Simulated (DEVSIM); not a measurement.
Schottky contact on p-type In0.53Ga0.47As

System: Schottky contact on p-type In0.53Ga0.47As, at 300 K.

```tsv
layer (left to right)	material	thickness (μm)	Na (cm⁻³)	τn (s)	τp (s)
1	In0.53Ga0.47As	1.70	4.4e16	8.8e-8	8.8e-8
2	In0.53Ga0.47As	6.00	1.5e18	8.8e-8	8.8e-8
```

Left contact: Schottky, work function 4.84 eV, emission velocity 4e6 cm/s. Right contact: ohmic. Voltage is applied to the left contact. Recombination: SRH at mid-gap, Auger. Mobility is μmin + (μ − μmin)/(1 + (N/Nref)^α).

Constants are typed, rounded textbook-type inputs, not results; the design itself was drawn at random and stands for no fabricated device. Values at 300 K.

| parameter | In0.53Ga0.47As |
|---|---|
| gap (eV) | 0.74 |
| affinity (eV) | 4.51 |
| permittivity | 13.9 |
| Nc (cm⁻³) | 2.1e17 |
| Nv (cm⁻³) | 7.7e18 |
| μn (cm²/Vs) | 12000 |
| μp (cm²/Vs) | 300 |
| μn,min | 300 |
| μp,min | 10 |
| Nref,n | 1.3e17 |
| Nref,p | 4.9e17 |
| αn | 0.48 |
| αp | 0.4 |
| Cn (cm⁶/s) | 5e-29 |
| Cp (cm⁶/s) | 5e-29 |

Model (solved in DEVSIM): 1D drift-diffusion, Boltzmann statistics, complete ionisation; no tunnelling, impact ionisation, image-force lowering or self-heating. Metal contacts follow the ideal Schottky-Mott rule: no Fermi-level pinning, no interface dipoles.

Potential step across the device at zero bias: 0.368 V
Dark forward voltage at 100 A/cm²: 0.157 V

Dark forward current:

```csv
V (V),J (A/cm²)
-0.05,-2.6
-0.10,-18
-0.15,-87
-0.20,-250
-0.25,-490
-0.30,-790
-0.35,-1100
-0.40,-1400
-0.45,-1800
-0.50,-2100
```
